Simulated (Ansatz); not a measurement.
Input and output of a relaxation of the atoms for TiGa3 (I4mm, 4 atoms in the cell) (Ansatz, an electronic-structure program).

Method: LDA (PW92), default PAW files made with PBE (plane waves; Ansatz).

The change in words: one atom moved by 0.15 angstrom; relax: default → atoms; relax.f_tol: default → 0.001 eV/Å. Reference geometry:
```
TiGa3
1.0
   -1.87479     1.87479     4.35533
    1.87479    -1.87479     4.35533
    1.87479     1.87479    -4.35533
Ti Ga
1 3
Cartesian
  0.00000   0.00000   0.00000
  0.00000   1.87479   2.17767
  1.87479   0.00000   2.17767
  0.00000   0.00000   4.35533
```

Reference input (self-consistent single point, DFT, LDA (PW92), plane waves, default PAW files made with PBE): basis.ecutwfc = 420 eV; kpoints.mp_grid.grid = 10 10 10; hamiltonian.xc = lda; hamiltonian.pseudopotentials = {kind: paw} (the program's default PAW files); scf.occupations.method = gaussian; scf.occupations.width = 0.1 eV. This run's input differs from it in these lines:

```diff
@@ -6,3 +6,3 @@
   atoms:
-    - { symbol: Ti, position: [0.000000, 0.000000, 0.000000] }
+    - { symbol: Ti, position: [0.017220, 0.017220, 0.000000] }
     - { symbol: Ga, position: [0.750000, 0.250000, 0.500000] }
@@ -19,2 +19,4 @@
   occupations: { method: gaussian, width: 0.1 }
+relax:
+  f_tol: 0.001
 output:
```

Output (repeated stretches shortened):

```
   [... SCF lines of the steps left out ...]
relax step   1: F+E_penalty+E_count = -13572.94008843 eV  Δ(F+E_penalty+E_count) = +0.000e0 eV  max|allowed force component| = 8.153e-1 eV/Å  Δτ_max = 0.0000 Å  (7 SCF iters, dr2 threshold 1.00e-7 eV, accepted)
relax step   2: F+E_penalty+E_count = -13572.99462348 eV  Δ(F+E_penalty+E_count) = -5.454e-2 eV  max|allowed force component| = 1.867e-1 eV/Å  Δτ_max = 0.0961 Å  (6 SCF iters, dr2 threshold 4.15e-5 eV, accepted)
relax step   3: F+E_penalty+E_count = -13573.00084483 eV  Δ(F+E_penalty+E_count) = -6.221e-3 eV  max|allowed force component| = 4.011e-3 eV/Å  Δτ_max = 0.0484 Å  (6 SCF iters, dr2 threshold 2.18e-6 eV, accepted)
relax step   4: F+E_penalty+E_count = -13573.00084488 eV  Δ(F+E_penalty+E_count) = -4.071e-8 eV  max|allowed force component| = 3.994e-3 eV/Å  Δτ_max = 0.0000 Å  (6 SCF iters, accepted)
relax step   5: F+E_penalty+E_count = -13573.00084948 eV  Δ(F+E_penalty+E_count) = -4.601e-6 eV  max|allowed force component| = 1.708e-4 eV/Å  Δτ_max = 0.0015 Å  (6 SCF iters, accepted)
the relaxation is at rest under the 8 symmetry operations that the run kept from its start: a minimum is not shown …
Free energy (F): -13573.000849 eV
Internal energy: -13572.994272 eV  (E = F + TS)
E sigma→0 (E₀):  -13572.997561 eV
Entropy (-TS):   -0.006578 eV (-1.644 meV/atom)
Fermi energy:    12.823827 eV
--- Forces (eV/Å), atoms counted from 1 ---
  atom   1  Ti    -0.00000000    -0.00000000    -0.00016525
  atom   2  Ga     0.00000000     0.00000000    -0.00000310
  atom   3  Ga    -0.00000000     0.00000000    -0.00000310
  atom   4  Ga     0.00000000     0.00000000     0.00017064
--- Stress (GPa, compression-positive) ---
       -4.532591       0.000000      -0.000000
   [... lines left out ...]
  atoms:
    - { symbol: Ti, position: [0.004311710887608335, 0.004311710887608335, -1.5409173600767092e-33] }
    - { symbol: Ga, position: [0.7543059793627911, 0.254305979362791, 0.5000000000000001] }
    - { symbol: Ga, position: [0.254305979362791, 0.7543059793627911, 0.5000000000000001] }
    - { symbol: Ga, position: [0.5042963303868095, 0.5042963303868095, -3.0818347201534186e-34] }
```

The run converged.  The full log also holds: “iter 5 did not close the SCF: its close was put off for the readings that it lacked (scf_convergence_deferred on its scf_iter line)”. The full log also holds: “iter 4 did not close the SCF: its close was put off for the readings that it lacked (scf_convergence_deferred on its scf_iter line)”.

Summary of the result:
| Item | Result |
|---|---|
| Free energy E − TS (on the zero of these files) | -13573.0008 eV |
| Fermi level (on the code's own zero) | 12.82 eV |
| Pressure | -4.40 GPa |
| Relaxation steps | 5 |

The starting cell comes from a database of computed structures (which also holds hypothetical and non-ambient phases and stackings), without a prior relaxation at this level. Its lattice was rescaled by up to half a per cent. For this run, on top of that: one atom moved by 0.15 angstrom. Spin polarisation is off. The relaxation keeps the symmetry of its start, so its end need not be a minimum. Ansatz's pressure includes its estimate of the finite-basis (Pulay) stress.

Cost on one core of a shared machine: roughly 2 min.

Keys are those of Ansatz 0.2.
